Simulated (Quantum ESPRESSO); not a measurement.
A self-consistent single point of Hf₂N (P1, 6 atoms in the cell) with Quantum ESPRESSO.

Computed with LDA (PZ), GBRV 1.5 ultrasoft (LDA) pseudopotentials (plane waves; Quantum ESPRESSO 7.5).

```
CELL_PARAMETERS angstrom
      5.31312     0.00000     0.00000
      0.00000     5.31312     0.00000
      0.00000     0.00000     3.24210
ATOMIC_POSITIONS crystal
  Hf 0.28451 0.27499 0.98853
  Hf 0.70708 0.73773 0.00527
  Hf 0.18153 0.79006 0.52944
  Hf 0.82769 0.23157 0.46881
  N  0.00023 0.97354 0.98769
  N  0.49894 0.49211 0.52026
```

Reference input (self-consistent single point, DFT, LDA (PZ), plane waves, GBRV 1.5 ultrasoft (LDA) pseudopotentials): ecutwfc = 40 Ry; ecutrho = 320 Ry; occupations = smearing; smearing = fd; degauss = 0.0073499 Ry; potentials = {Hf: hf_lda_v1.uspp.F.UPF, N: n_lda_v1.2.uspp.F.UPF}; K_POINTS = automatic 4 4 6 0 0 0; conv_thr = 1e-10 Ry; mixing_beta = 0.4. This run's input differs from it in these lines:

```diff
@@ -12,4 +12,4 @@
     ntyp = 2,
-    ecutwfc = 40,
-    ecutrho = 320,
+    ecutwfc = 52,
+    ecutrho = 416,
     occupations = 'smearing',
```

Output, abridged:

```
     Self-consistent Calculation

     iteration #  1     ecut=    52.00 Ry     beta= 0.40

     negative rho (up, down):  4.591E-01 0.000E+00

     total energy              =    -675.15187147 Ry
     estimated scf accuracy    <       6.76980025 Ry

     iteration #  2     ecut=    52.00 Ry     beta= 0.40

     negative rho (up, down):  4.453E-01 0.000E+00

     total energy              =    -674.94190584 Ry
     estimated scf accuracy    <       1.33421596 Ry

     iteration #  3     ecut=    52.00 Ry     beta= 0.40

     negative rho (up, down):  4.454E-01 0.000E+00

     total energy              =    -675.13117282 Ry
     estimated scf accuracy    <       0.18863708 Ry

   [... 11 blocks of this kind left out ...]

     iteration # 15     ecut=    52.00 Ry     beta= 0.40

     negative rho (up, down):  4.511E-01 0.000E+00

     total energy              =    -675.17064653 Ry
     estimated scf accuracy    <          1.6E-10 Ry

     iteration # 16     ecut=    52.00 Ry     beta= 0.40

     negative rho (up, down):  4.511E-01 0.000E+00
     End of self-consistent calculation

     the Fermi energy is    15.6704 ev

!    total energy              =    -675.17064653 Ry
     estimated scf accuracy    <          1.2E-11 Ry
     smearing contrib. (-TS)   =      -0.00712438 Ry
     internal energy E=F+TS    =    -675.16352215 Ry

     convergence has been achieved in  16 iterations

     negative rho (up, down):  4.511E-01 0.000E+00

     Forces acting on atoms (cartesian axes, Ry/au):

     atom    1 type  1   force =     0.09989934    0.03857061    0.01287910
     atom    2 type  1   force =    -0.12028177   -0.10044247    0.00070730
     atom    3 type  1   force =     0.07869403   -0.06805119   -0.06798309
     atom    4 type  1   force =    -0.08415225   -0.01310116    0.03554664
     atom    5 type  2   force =     0.02007763    0.11790121    0.04472635
   [... lines left out ...]
     Total force =     0.278910     Total SCF correction =     0.000009
   [... lines left out ...]

     negative rho (up, down):  4.511E-01 0.000E+00
          total   stress  (Ry/bohr**3)                   (kbar)     P=      -26.60
   0.00016367   0.00026215  -0.00014263           24.08       38.56      -20.98
   0.00026215  -0.00041780   0.00011571           38.56      -61.46       17.02
  -0.00014263   0.00011571  -0.00028839          -20.98       17.02      -42.42

   JOB DONE.
```

The run converged in 16 iterations. Against the reference run the free energy goes down by 13.3 meV/atom, the pressure goes from -3.39 to -2.66 GPa and the largest force hardly changes (4.031 to 4.029 eV/Å).

The starting cell comes from a database of computed structures (which also holds hypothetical and non-ambient phases and stackings), without a prior relaxation at this level. Its atoms were displaced at random from the sites of space group no. 136. Forces in this geometry exceed 1 eV/Å.

Cost on one core of a shared machine: roughly 5 min.
